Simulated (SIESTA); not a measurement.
Worked example: self-consistent single point of ZrS (Fm-3m, 2 atoms in the cell) in SIESTA.

Method of the run: GGA PBEsol, numerical atomic orbitals DZP, PseudoDojo PBEsol standard norm-conserving potentials (rewritten from UPF to PSML) run with SIESTA 5.4.2.

The change in words: lattice scaled by 0.98. Reference geometry:
```yaml
crystal:
  lattice:
    - [0.00000, 2.62351, 2.62351]
    - [2.62351, 0.00000, 2.62351]
    - [2.62351, 2.62351, 0.00000]
  atoms:
    - { symbol: Zr, position: [0.00000, 0.00000, 0.00000] }
    - { symbol: S, position: [0.50000, 0.50000, 0.50000] }
```

Reference input (self-consistent single point, DFT, GGA PBEsol, numerical atomic orbitals DZP, PseudoDojo PBEsol standard norm-conserving potentials (rewritten from UPF to PSML)): XC.functional = GGA; XC.authors = PBEsol; potentials = PseudoDojo PBEsol standard; PAO.BasisSize = DZP; PAO.EnergyShift = 0.01 Ry; MeshCutoff = 350 Ry; kgrid.MonkhorstPack = 11 11 11; OccupationFunction = MP; OccupationMPOrder = 0; ElectronicTemperature = 3156.43 K; MaxSCFIterations = 150; SCF.Mixer.Method = Broyden. This run's input differs from it in these lines:

```diff
@@ -12,5 +12,5 @@
 %block LatticeVectors
-     0.000000000    2.623510000    2.623510000
-     2.623510000    0.000000000    2.623510000
-     2.623510000    2.623510000    0.000000000
+     0.000000000    2.571040000    2.571040000
+     2.571040000    0.000000000    2.571040000
+     2.571040000    2.571040000    0.000000000
 %endblock LatticeVectors
```

Log, with long lists cut:

```
        iscf     Eharris(eV)        E_KS(eV)     FreeEng(eV)     dDmax    Ef(eV) dHmax(eV)
   scf:    1    -1670.786152    -1678.226671    -1678.277333  1.851825 -3.074160  3.543281
   scf:    2    -1678.736135    -1678.508401    -1678.560231  0.060728 -3.240434  2.030996
   scf:    3    -1678.667913    -1678.618298    -1678.671062  0.078386 -3.454607  0.331545
   scf:    4    -1678.630642    -1678.626203    -1678.679161  0.022925 -3.506972  0.094855
   scf:    5    -1678.626523    -1678.626477    -1678.679488  0.003705 -3.517148  0.007365
   [... 3 lines left out ...]
   scf:    9    -1678.626478    -1678.626479    -1678.679499  0.000108 -3.513427  0.000494
   scf:   10    -1678.626478    -1678.626479    -1678.679499  0.000057 -3.513287  0.000238
   scf:   11    -1678.626478    -1678.626478    -1678.679499  0.000020 -3.513215  0.000150
   scf:   12    -1678.626478    -1678.626478    -1678.679499  0.000009 -3.513180  0.000104
SCF Convergence by DM+H criterion
max |DM_out - DM_in|         :     0.0000090287
max |H_out - H_in|      (eV) :     0.0001042765
SCF cycle converged after 12 iterations

Using DM_out to compute the final energy and forces

siesta: E_KS(eV) =            -1678.6265

siesta: E_KS - E_eggbox =     -1678.6265

siesta: Atomic forces (eV/Ang):
     1    0.000000    0.000000   -0.000000
     2   -0.000000   -0.000000    0.000000
   Tot    0.000000   -0.000000    0.000000
   Max    0.000000
   Res    0.000000    sqrt( Sum f_i^2 / 3N )
   Max    0.000000    constrained

Stress tensor Voigt[x,y,z,yz,xz,xy] (kbar):      -25.62      -25.62      -25.62       -0.01       -0.01       -0.01
(Free)E + p*V (eV/cell)    -1678.1359
Target enthalpy (eV/cell)    -1678.6795

siesta: Program's energy decomposition (eV):
siesta: FreeEng =     -1678.679499

   [... lines left out ...]
siesta:    -0.015992   -0.000004   -0.000004
siesta:    -0.000004   -0.015992   -0.000004
siesta:    -0.000004   -0.000004   -0.015992

siesta: Cell volume =         33.990417 Ang**3

siesta: Pressure (static):
siesta:                Solid            Molecule  Units
siesta:           0.00017417          0.00017417  Ry/Bohr**3
siesta:           0.01599193          0.01599193  eV/Ang**3
siesta:          25.62190449         25.62190449  kBar
```

The run converged in 12 iterations. Against the reference run the free energy falls by 12.9 meV/atom and the pressure goes from -5.91 to 2.56 GPa.

The starting cell comes from a database of computed structures (which also holds hypothetical and non-ambient phases and stackings), without a prior relaxation at this level. For this run, on top of that: lattice scaled by 0.98. Values carry the incompleteness of an atom-centred basis.
